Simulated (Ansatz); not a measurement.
The parent structure is WSi2 (space group I4/mmm, No. 139; a = 3.229 Å, c = 7.867 Å).

All numbers come from DFT with PBE, PAW potentials and a 420 eV plane-wave cutoff in Ansatz (a quantum-chemistry and plane-wave program), no SOC.

Before the change:

| Item | Result |
|---|---|
| c/a ratio | 2.436 |
| Lattice parameter a | 3.229 Å |

Modification: a hydrostatic pressure of 75 GPa.

Question: What does the calculation give for the c/a ratio and lattice parameter a after the change?

Answer: The c/a ratio rises by 0.0443 to 2.481; the lattice parameter a decreases by 0.243 Å to 2.986 Å.

Load acts through the strain it causes; cell and atoms are relaxed under it. Stability against distortions was not tested. Competing high-pressure phases were not computed. The final runs are not spin-polarised.
